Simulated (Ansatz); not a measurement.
The starting structures come from a database of crystals and need not be the phases stable at ambient conditions.

The decay constant κ of evanescent states in the gap governs leakage through a thin film.

Data:

```
CELL_PARAMETERS angstrom
      7.59349     0.00000     0.00000
     -3.79675     6.57616     0.00000
      3.79675     2.19205     6.20006
ATOMIC_POSITIONS crystal
  La 0.25000 0.87500 0.37500
  La 0.75000 0.37500 0.87500
  La 0.25000 0.37500 0.37500
  La 0.75000 0.37500 0.37500
  Hf 0.25000 0.37500 0.87500
  Hf 0.75000 0.87500 0.37500
  Hf 0.25000 0.87500 0.87500
  Hf 0.75000 0.87500 0.87500
  O  0.00000 0.50000 0.50000
  O  0.50000 0.25000 0.25000
  O  0.40892 0.20446 0.79554
  O  0.90892 0.95446 0.54554
  O  0.59108 0.79554 0.20446
  O  0.09108 0.54554 0.95446
  O  0.00000 0.20446 0.79554
  O  0.50000 0.95446 0.54554
  O  0.00000 0.79554 0.20446
  O  0.50000 0.54554 0.95446
  O  0.00000 0.79554 0.79554
  O  0.50000 0.54554 0.54554
  O  0.00000 0.20446 0.20446
  O  0.50000 0.95446 0.95446
```

The cell is taken as given; by PBEsol it stands under a pressure of -0.9 GPa.

Transport runs along the normal of the first two printed cell vectors, the (111) plane of the conventional cell.

The gap is the functional's own, uncorrected, and κ follows it; spin-orbit coupling is left out. Mid-gap means the computed energy nearest the middle.

**Question.** State the band gap and the smallest decay constant κ at mid-gap according to PBEsol in Ansatz (an electronic-structure program).

**Answer.** Gap 4.15 eV on a 6×6×6 mesh; κ = 0.346 1/Å, at the zone centre.
